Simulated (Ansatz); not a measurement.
MgO: strain along the normal

MgO (rock salt, Fm-3m, 9.290 Å³/atom at rest) under an equal strain ε in the (001) plane with the normal axis free, as in a coherent film. r2SCAN in Ansatz, a plane-wave DFT program (PAW, default set), 500 eV, 13×13×13 Γ-centred mesh, Fermi-Dirac smearing 0.05 eV; ions are relaxed within the symmetry of each cell.

Here s stands for strain and y for normal strain.

| strain (%) | normal strain (%) |
|---|---|
| -3.00 | ? |
| -1.50 | 0.95 |
| -1.00 | 0.63 |
| -0.50 | 0.31 |
| 0.00 | 0.00 |
| 0.50 | -0.30 |
| 1.00 | -0.59 |
| 1.50 | -0.88 |

Question: Fit y against s with a straight line, and predict the withheld value at s = -3.00.

Answer: Means: s 0, y 0.017. About the means, the sum of products is -4.2700 and the sum of squares of s is 7.0000; the slope is their ratio. Least squares gives y = 0.017 - 0.6100·s. Residuals (row less fit): 0.018, 0.003, -0.012, -0.017, -0.012, 0.003, 0.018; standard error 0.016 (degrees of freedom: 5). The slope, -0.61 ± 0.01, is the elastic response of the normal axis, −2C12/C11 for this plane. At the withheld row, y = 0.017 - 0.6100 × (-3.0) = 1.847%. The calculation gives 1.99%, 0.143% above the prediction (5.0 % of the range of y in the table). The row lies outside the fitted rows, so this is an extrapolation. From the scatter of the fitted rows alone, a prediction at this place has a standard error of 0.025%, so the miss is 5.7 times that.

One order more, fitted to all 13 runs of the series, follows each within 0.01, so the miss is the next term of a smooth law. Rows are the converged runs of the series near zero and its far end; series whose fitted rows scatter by over a few per cent of the range, as at a crossing or softening among them, aren't shown in this form. Most that stay on the fit to the last digits aren't either.
